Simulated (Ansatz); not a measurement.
## Ansatz run on Cs (Im-3m, 1 atom in the cell): self-consistent single point

Computed with PBEsol, default PAW files made with PBE (plane waves; Ansatz, an electronic-structure program).

This input was run:

Ansatz 0.2 input:
```yaml
crystal:
  lattice:
    - [-3.034750, 3.034750, 3.034750]
    - [3.034750, -3.034750, 3.034750]
    - [3.034750, 3.034750, -3.034750]
  atoms:
    - { symbol: Cs, position: [0.000000, 0.000000, 0.000000] }
basis:
  ecutwfc: 420.0
kpoints:
  mp_grid: { grid: [8, 8, 8] }
hamiltonian:
  xc: pbesol
  pseudopotentials: { kind: paw }
scf:
  occupations: { method: gaussian, width: 0.1 }
output:
  forces: true
  eigenvalues: true
  stress: true
```

Log, with long lists cut:

```
WARN ansatz: RAYON_NUM_THREADS=1 ignored (pool sized by the plan → 1); use --threads N
Pseudopotentials: kind: paw
Pseudopotential: Cs, paw, valence charge 9
Crystal: 1 atoms, lattice volume = 111.797 Å³
Basis set: ecut = 420 eV, 2171 PW (Γ), exchange–correlation on 72×72×72 points (8 copies of the dense FFT grid, shifted against one another)
Bands: 9, of which v1, the nominal top of the filled ones, is band 5 counted from 1 (4 counted from 0)
Symmetry: 48 space group operations
Space group: Im-3m (ITA 229), of the structure as read, at distance tolerance 4.8e-5 Å
k-points: 29 of 512
PAW frozen core: Cs, regenerated for the run's functional, and the local potential with it
Initial density: superposition of atomic densities (neutral atoms: chi_scale 0, normalization atom), corrected by the library's trained network
Initial wavefunctions: pseudopotential atomic-orbital guess
Eigensolver: davidson
Functional: x = pbesol(κ = 0.804, μ = 0.12345679012345678), c = pbesol(β = 0.046)
SCF iter   1: F=—  HF=-5585.792649 eV  |F-HF|=—  |Δ(HF+E_count)|=         —  Δρ=4.98e-4  dr2=2.76e-4  ethr=1.77e-3  ⟨swp⟩=6.0  Hψ=2136  notcnv=0
all-band conjugate gradients solve this SCF's bands
preconditioner: auto → Kerker (q_TF=auto, 1.793 Å⁻¹)
SCF iter   2: F=—  HF=-5585.792982 eV  |F-HF|=—  |Δ(HF+E_count)|=   3.33e-4  Δρ=2.98e-4  dr2=1.19e-4  ethr=3.07e-6  ⟨swp⟩=2.3  Hψ=634  notcnv=0
SCF iter   3: F=—  HF=-5585.793038 eV  |F-HF|=—  |Δ(HF+E_count)|=   5.54e-5  Δρ=7.44e-5  dr2=8.92e-6  ethr=1.32e-6  ⟨swp⟩=2.0  Hψ=385  notcnv=0
SCF iter   4: F=—  HF=-5585.793038 eV  |F-HF|=—  |Δ(HF+E_count)|=   3.09e-7  Δρ=3.27e-5  dr2=2.93e-6  ethr=9.91e-8  ⟨swp⟩=1.2  Hψ=288  notcnv=0
SCF iter   5: F=—  HF=-5585.793038 eV  |F-HF|=—  |Δ(HF+E_count)|=   1.77e-7  Δρ=1.18e-5  dr2=1.42e-7  ethr=3.25e-8  ⟨swp⟩=2.2  Hψ=385  notcnv=0
SCF iter   6: F=-5585.793038 eV  HF=-5585.793038 eV  |F-HF|=2.25e-9  |Δ(HF+E_count)|=   7.40e-8  Δρ=1.45e-6  dr2=1.56e-9  ethr=1.11e-9  ⟨swp⟩=5.7  Hψ=1345  notcnv=0
SCF 1 converged in 6 iterations: F = -5585.793038 eV  dr2 = 1.56e-9
SCF converged after 6 iterations
Free energy (F): -5585.793038 eV
Harris-Foulkes:  -5585.793038 eV  (|F-HF|=2.25e-9)
Internal energy: -5585.782867 eV  (E = F + TS)
E sigma→0 (E₀):  -5585.787953 eV
Entropy (-TS):   -0.010171 eV (-10.171 meV/atom)
Fermi energy:    2.275331 eV
--- Per-component energies (eV) ---
  E_band       = -91.483006
  E_kinetic    = 140.914663
  E_local      = -389.613799  (includes V_loc(G=0)·N_el)
  E_nonlocal   = 31.285079
  E_hartree    = 135.999380
  E_xc         = -171.261963
  E_vxc        = -124.220272  (∫ρ·V_xc dr)
  E_paw        = -4983.575999  (= ΣΔE_a)
  E_vpaw       = -21.846962  (= ΣTr[D̂ρ^β])
  E_aug_tail   = -0.000001  (compensation charges beyond the density's cutoff)
  E_ewald      = -349.674388
  E_core_change = 0.144160  (= ΣΔE_core)
  E_smearing   = -0.010171  (= −TS)
  E_closure    = -0.000000  (closes the sum)
  Σ components = -5585.793038   (vs F -5585.793038, Δ=0.00e0)
--- Forces (eV/Å), atoms counted from 1 ---
  atom   1  Cs     0.00000000    -0.00000000     0.00000000
  max |Σ_I F_I| component: 6.08e-31 eV/Å
--- Stress (GPa, compression-positive) ---
       -0.055098      -0.000000       0.000000
       -0.000000      -0.055098      -0.000000
       -0.000000      -0.000000      -0.055098
  P = ⅓ Tr σ = -0.0551 GPa (-0.551 kbar)
  The stress holds the Pulay correction. Without it, at fixed plane waves, as pw.x and ABINIT print it: P = -0.0553 GPa
--- Band table (eV; the first three rows and the last of 29) ---
  k-point 0: bands = ["-21.5664", "-8.2773", "-8.2773", "-8.2773", "0.5546", "4.7830", "4.7830", "4.7830", "5.6775"]
  k-point 1: bands = ["-21.5653", "-8.3005", "-8.2848", "-8.2773", "0.7313", "4.5917", "4.5994", "4.9593", "5.4567"]
  k-point 2: bands = ["-21.5626", "-8.3551", "-8.3027", "-8.2774", "1.2191", "4.0075", "4.2620", "5.4760", "5.5154"]
  k-point 28: bands = ["-21.5527", "-8.3856", "-8.3856", "-8.3856", "2.9037", "2.9037", "5.3201", "5.3201", "5.3201"]
```

The run converged in 6 iterations.

The starting cell has typed, rounded lattice constants, without a prior relaxation at this level. Its lattice was rescaled by up to half a per cent. Ansatz's pressure includes its estimate of the finite-basis (Pulay) stress.
